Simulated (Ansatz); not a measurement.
Results of r²SCAN (Ansatz, a first-principles code, plane waves, PAW) for C11b MoSi₂.

Numerical settings: plane-wave cutoff 560 eV, 24×24×24 k mesh, Fermi–Dirac smearing 0.05 eV, no spin polarisation, scalar-relativistic PAW data made under PBE.

Properties against volume:

Shape and atoms are relaxed at each volume.

| V (Å³/atom) | P (GPa) | c (Å) | a (Å) |
|---|---|---|---|
| 12.824 | 9.72 | 7.730 | 3.155 |
| 13.091 | 4.60 | 7.774 | 3.179 |
| 13.358 | 0.00 | 7.818 | 3.202 |
| 13.625 | -4.12 | 7.862 | 3.225 |
| 13.893 | -7.81 | 7.905 | 3.247 |

Note: the bulk modulus comes from volumes at which shape and atoms were relaxed.
